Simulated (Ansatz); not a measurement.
This Ansatz (a first-principles code) input is the reference run, K in the bcc (W type) structure (space group Im-3m, No. 229), computed with plane-wave PAW DFT at the r2SCAN level (Ansatz, 500 eV), no spin-orbit coupling:

Ansatz 0.2 input:
```yaml
crystal:
  lattice:
    - [-2.6720734283, 2.6720734283, 2.6720734283]
    - [2.6720734283, -2.6720734283, 2.6720734283]
    - [2.6720734283, 2.6720734283, -2.6720734283]
  atoms:
    - { symbol: K, position: [0, 0, 0] }
basis: { ecutwfc: 500, ecutrho_ratio: 4, xc_grid: 4, fft_grid_basis: typed }
kpoints: { mp_grid: { grid: [12, 12, 12] } }
hamiltonian:
  xc: r2scan
  dispersion: none
  pseudopotentials: { kind: paw }
scf: { occupations: { method: fermi_dirac, width: 0.05 }, convergence: { dr2_threshold: 0.0000000001 } }
output: { forces: true, stress: true }
checkpoint: { write: state.ck, write_every: 1000 }
```

### Question
Write the input for this change: a free-standing slab of 6 layers (6 atoms, 1 a layer) is cut normal to [110], with 15 Å of vacuum and the in-plane cell held at bulk.

### Answer
Ansatz 0.2 input:
```yaml
crystal:
  lattice:
    - [4.6281669394, 0, 0]
    - [-1.5427223131, 4.3634776364, 0]
    - [0, 0, 33.8944124098]
  atoms:
    - { symbol: K, position: [0.25, 0.25, 0.2212754099] }
    - { symbol: K, position: [0.75, 0.75, 0.332765246] }
    - { symbol: K, position: [1.25, 1.25, 0.444255082] }
    - { symbol: K, position: [1.75, 1.75, 0.555744918] }
    - { symbol: K, position: [2.25, 2.25, 0.667234754] }
    - { symbol: K, position: [2.75, 2.75, 0.7787245901] }
basis: { ecutwfc: 500, ecutrho_ratio: 4, xc_grid: 4, fft_grid_basis: typed }
kpoints: { mp_grid: { grid: [11, 11, 1] } }
hamiltonian:
  xc: r2scan
  dispersion: none
  pseudopotentials: { kind: paw }
scf: { occupations: { method: fermi_dirac, width: 0.05 }, convergence: { dr2_threshold: 0.0000000006 } }
relax: { f_tol: 0.01, max_steps: 50 }
output: { forces: true, stress: true }
checkpoint: { write: state.ck, write_every: 1000 }
```
This is the input that was run; other choices of cell and start would serve too.

Whether these cells are dynamically stable was not tested.
